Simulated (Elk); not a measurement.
Band structure of Si₂Mo (I4/mmm, 3 atoms in the cell).

```xyz
3
Lattice="-1.6242 1.6242 3.9620 1.6242 -1.6242 3.9620 1.6242 1.6242 -3.9620" Properties=species:S:1:pos:R:3 pbc="T T T"
Si     0.0000     0.0000     5.2661
Si     0.0000     0.0000     2.6580
Mo     0.0000     0.0000     0.0000
```

Computed with PBE, all-electron FP-LAPW, Elk's shipped species files, APW+lo basis with extra local orbitals (Elk).

Settings: xctype = 20; rgkmax = 7.5; swidth = 0.00367493 Ha; ngridk = 11 11 11; gmaxvr = 18 1/bohr; lmaxapw = 10; lmaxo = 8; nxlo = 2; lorbcnd = true; lradstp = 2; nrmtscf = 2; rmtscf = 0.98; lmaxi = 4; maxscl = 100.

The starting cell comes from a database of computed structures (which also holds hypothetical and non-ambient phases and stackings), without a prior relaxation at this level. Its lattice was rescaled by a random factor within 2.5 % of one. Spin polarisation is off. Values depend on the basis (sphere radii, cutoffs, local orbitals), which need not be converged.

Levels in eV from the Fermi level, bands 8 to 15:
```tsv
point	8	9	10	11	12	13	14	15
Γ	-2.85	-2.50	-2.50	0.35	2.94	3.37	3.38	3.38
X	-5.18	-4.26	-2.85	-1.21	2.18	2.58	3.07	3.29
Y	-4.28	-3.72	-2.73	-1.77	1.71	2.00	2.47	4.73
S	-2.63	-2.38	-2.12	-0.35	1.50	3.01	3.59	4.30
Z	-2.05	-0.52	-0.52	-0.47	-0.47	0.47	4.67	4.73
S1	-2.63	-2.38	-2.12	-0.35	1.50	3.01	3.59	4.30
N	-4.35	-2.47	-2.40	-0.44	2.14	3.05	3.81	4.13
P	-5.99	-2.64	-1.99	-1.99	0.26	2.18	3.97	3.97
Y1	-4.28	-3.72	-2.73	-1.77	1.71	2.00	2.47	4.73
```

Bands cross the Fermi level along this path, so the cell is metallic at this level.
